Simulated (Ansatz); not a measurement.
An Ansatz (a first-principles code) input (Kohn–Sham DFT with the r2SCAN functional, run in Ansatz with PAW and 500 eV plane waves, no spin-orbit coupling):

Ansatz 0.2 input:
```yaml
crystal:
  lattice:
    - [6.4481852847, -3.0083177466, 0]
    - [6.4481852847, 3.0083177466, 0]
    - [0, 0, 5.3852025019]
  atoms:
    - { symbol: Mg, position: [0.6457557472, 0.9382098547, 0.25] }
    - { symbol: Ba, position: [0.2776482903, 0.7223517097, 0.25] }
    - { symbol: Mg, position: [0.0617901453, 0.3542442528, 0.25] }
    - { symbol: Mg, position: [0.9382098547, 0.6457557472, 0.75] }
    - { symbol: Ba, position: [0.7223517097, 0.2776482903, 0.75] }
    - { symbol: Mg, position: [0.3542442528, 0.0617901453, 0.75] }
basis: { ecutwfc: 500, ecutrho_ratio: 4, xc_grid: 4, fft_grid_basis: typed }
kpoints: { mp_grid: { grid: [9, 9, 9] } }
hamiltonian:
  xc: r2scan
  dispersion: none
  pseudopotentials: { kind: paw }
scf: { occupations: { method: fermi_dirac, width: 0.05 }, convergence: { dr2_threshold: 0.0000000006 } }
output: { forces: true, stress: true }
checkpoint: { write: state.ck, write_every: 1000 }
```

Which symmetry and how many k-points will the program report, and about how many plane waves at Γ?

Space group Cmcm (ITA 63) with 8 operations, k-points 125 of 729, and 5303 plane waves at Γ.

These are small ordered cells, not random alloys; other orderings at the same x differ. No phonon test of stability was made. The cell was made from Mg by this change: x(Ba) = 0.333, 6 atoms, Cmcm. Under x(Ba) = 0.333, 6 atoms, Cmcm the cell changed shape so far that it is another structure.
